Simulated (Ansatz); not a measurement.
System: K2CO3 (C2/c, No. 15, 12 atoms in the cell; start mp-554072; a measured phase of this formula has another space group). Method: LDA (Ansatz, a quantum-chemistry and plane-wave program, PAW).

Numerical settings: plane-wave cutoff 500 eV, 8×8×6 k mesh (along the axes of the cell as run), gaussian smearing 0.02 eV, scalar-relativistic PAW data made under PBE.

Cell (relaxed at this level):

```cif
data_C4K8O12
_chemical_formula_sum 'K8 C4 O12'
_space_group_name_H-M_alt 'C2/c'
_space_group_IT_number 15
_space_group_name_Hall '-C 2yc'
_cell_length_a 5.45048
_cell_length_b 9.83297
_cell_length_c 6.53670
_cell_angle_alpha 90.000
_cell_angle_beta 101.880
_cell_angle_gamma 90.000
loop_
_atom_site_label
_atom_site_type_symbol
_atom_site_symmetry_multiplicity
_atom_site_Wyckoff_symbol
_atom_site_fract_x
_atom_site_fract_y
_atom_site_fract_z
_atom_site_occupancy
K1 K 4 e 0.00000 0.66539 0.25000 1
K2 K 4 a 0.00000 0.00000 0.00000 1
C1 C 4 e 0.00000 0.33186 0.25000 1
O1 O 8 f 0.17228 0.39685 0.18254 1
O2 O 4 e 0.00000 0.20107 0.25000 1
```
(The calculation used a cell of 12 atoms; values per cell refer to that cell.)

**Question.** Give the computed band gap.

**Answer.** 
* **band gap**: 4.09 eV (on the SCF k mesh)

Note: the relaxation could not lower the start's symmetry, so the cell can be a saddle point above a distorted one.

The result took very roughly 6 core-minutes.

A start named mp-… is a Materials Project structure, which need not be a measured phase.
